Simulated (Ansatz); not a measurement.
**Quick settings and what they miss: InI₂Br (P1, 8 atoms in the cell)**

Self-consistent single point.

```
CELL_PARAMETERS angstrom
      7.28109     0.00000     0.00000
     -3.62800     6.43340     0.00000
     -3.56463    -2.09389     7.22314
ATOMIC_POSITIONS crystal
  In 0.58565 0.29324 0.87270
  In 0.24903 0.62171 0.87180
  I  0.43645 0.03691 0.11884
  I  0.09775 0.21915 0.63262
  I  0.75562 0.53913 0.63174
  I  0.42522 0.88033 0.63686
  Br 0.68797 0.65564 0.09231
  Br 0.06129 0.40339 0.09165
```

Level of theory: LDA (PW92), default PAW files made with PBE (plane waves; Ansatz, a quantum-chemistry and plane-wave program).

Base settings: basis.ecutwfc = 420 eV; kpoints.mp_grid.grid = 3 3 2; hamiltonian.xc = lda; hamiltonian.pseudopotentials = {kind: paw} (the program's default PAW files); scf.occupations.method = fermi_dirac; scf.occupations.width = 0.01 eV.

Tight run (finer mesh or higher cutoff; not a proven limit): basis.ecutwfc: 420 eV → 590 eV; kpoints.mp_grid.grid: 3 3 2 → 5 5 3; scf.convergence.dr2_threshold: default (1e-07 eV) → 1e-09 eV. It gave top of the valence band (on the code's own zero) 2.65 eV; gap on the k-point mesh 1.42 eV; pressure -3.25 GPa; largest force (vector length) 0.585 eV/Å.

Quick runs, as changes from the base:
- A: the base itself
- B: basis.ecutwfc: 420 eV → 295 eV; kpoints.mp_grid.grid: 3 3 2 → 4 4 4
- C: basis.ecutwfc: 420 eV → 250 eV; kpoints.mp_grid.grid: 3 3 2 → 1 1 1; scf.occupations.method: fermi_dirac → cold; scf.occupations.width: 0.01 eV → 0.272 eV; kpoints.mp_grid.shift: default → 0.5 0.5 0.5; width narrowed by the program to 0.2190 eV
- D: kpoints.mp_grid.grid: 3 3 2 → 4 4 4; kpoints.mp_grid.shift: default → 0.5 0.5 0.5; scf.convergence.dr2_threshold: default (1e-07 eV) → 0.001 eV
- E: basis.ecutwfc: 420 eV → 210 eV; kpoints.mp_grid.grid: 3 3 2 → 4 4 4; scf.occupations.method: fermi_dirac → methfessel_paxton; scf.occupations.width: 0.01 eV → 0.136 eV; kpoints.mp_grid.shift: default → 0.5 0.5 0.5

Gaps are read on each run's own mesh, which may miss the band edges.

The count of work is k-points × plane waves × bands × iterations; it is no time. 

Pressures in the table are Ansatz's without its Pulay estimate, at a fixed set of plane waves; the tight run's value above holds the estimate.

The starting cell comes from a database of computed structures (which also holds hypothetical and non-ambient phases and stackings), without a prior relaxation at this level. Its lattice was rescaled by a random factor within 2.5 % of one. Spin-orbit coupling is off. In the base run, with a pressure of about -3 GPa the cell is away from its equilibrium volume at this level.

| run | energy less tight (meV/atom) | pressure less tight (GPa) | largest miss in a force vector (eV/Å) | gap on the mesh less tight (eV) | count of work / tight |
|---|---|---|---|---|---|
| A | 2.3 | -0.01 | 0.009 | -0.002 | 0.12 |
| B | 77.0 | -3.13 | 0.007 | -0.003 | 0.26 |
| C | 727.9 | -22.65 | 0.529 | 0.424 | 0.0081 |
| D | 1.4 | -0.02 | 0.001 | 0.219 | 0.34 |
| E | 4397.7 | -99.27 | 0.107 | 0.141 | 0.16 |

Among the runs at the tight run's level, the energy misses run from 1.4 to 4397.7 meV/atom.

Left out of this page: 1 run of the series outside the window shown, repeating another row's setting, or not comparable.

Keys are those of Ansatz 0.2.
